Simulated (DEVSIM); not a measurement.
Structure: abrupt Si p-n junction, at 400 K.

| layer (left to right) | material | thickness (μm) | Nd (cm⁻³) | Na (cm⁻³) | τn (s) | τp (s) |
|---|---|---|---|---|---|---|
| 1 | Si | 19.0 | - | 4e15 | 8.4e-5 | 8.4e-5 |
| 2 | Si | 21.0 | 1.3e16 | - | 8.4e-5 | 8.4e-5 |

Left contact: ohmic. Right contact: ohmic. Voltage is applied to the left contact. Recombination: SRH at mid-gap, radiative. Mobility is μmin + (μ − μmin)/(1 + (N/Nref)^α).

This is a model device: material constants are rounded textbook-type values typed into the input, and sizes, dopings and lifetimes were drawn at random. Values at 300 K; Nc and Nv go as T^1.5, mobilities as T to minus their exponent, the gap by Varshni's rule with the affinity fixed.

```
parameter               Si
----------------  --------
gap (eV)             1.124
affinity (eV)         4.05
permittivity          11.7
Nc (cm⁻³)          2.86e19
Nv (cm⁻³)           3.1e19
μn (cm²/Vs)           1417
μp (cm²/Vs)            470
μn,min                  52
μp,min                  45
Nref,n              9.7e16
Nref,p              2.2e17
αn                    0.68
αp                    0.72
T exponent of μn       2.3
T exponent of μp       2.2
B (cm³/s)          4.7e-15
Varshni α (eV/K)  0.000473
Varshni β (K)          636
```

Simulated with DEVSIM: 1D drift-diffusion, Boltzmann statistics, complete ionisation; no tunnelling, impact ionisation, image-force lowering or self-heating.

The thickness of layer 1 was swept, all else fixed.

| thickness of layer 1 (μm) | dark forward voltage at 100 A/cm² (V) | dark forward voltage at 1 A/cm² (V) |
|---|---|---|
| 3.8 | 0.641 | 0.327 |
| 6.6 | 0.660 | 0.346 |
| 11 | 0.686 | 0.364 |
| 19 | 0.730 | 0.383 |
| 32 | ___ | ___ |
| 57 | 0.906 | 0.422 |
| 95 | 1.061 | 0.441 |

**Question.** Complete the blanks.

**Answer.** 
- 32, dark forward voltage at 100 A/cm² (V): 0.794
- 32, dark forward voltage at 1 A/cm² (V): 0.400
